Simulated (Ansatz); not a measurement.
Base system: Al in the fcc (Cu type) structure (space group Fm-3m, No. 225; a = 3.9924 Å; relaxed with 0.1 eV smearing). Axes: x, y, z lie along the cube axes.

All numbers come from r2SCAN/PAW in Ansatz (a quantum-chemistry and plane-wave program), no spin-orbit coupling, earlier PAW set.

For the base:

- Pressure = 0.0 GPa

Modification: biaxial strain −4.86 %, plane normal [111], relaxed out of plane (Cartesian); in-plane vectors clamped, the third vector and the atoms free.

Q: What does the calculation give for the pressure, ratio −ε⊥/ε∥ and energy relative to the base after the change?

A: The pressure (mean of the normal stresses, compression positive) goes from zero to 7.9 GPa; the ratio −ε⊥/ε∥ amounts to 0.78; the energy rises by 50 meV/atom.

No phonon test of stability was made.
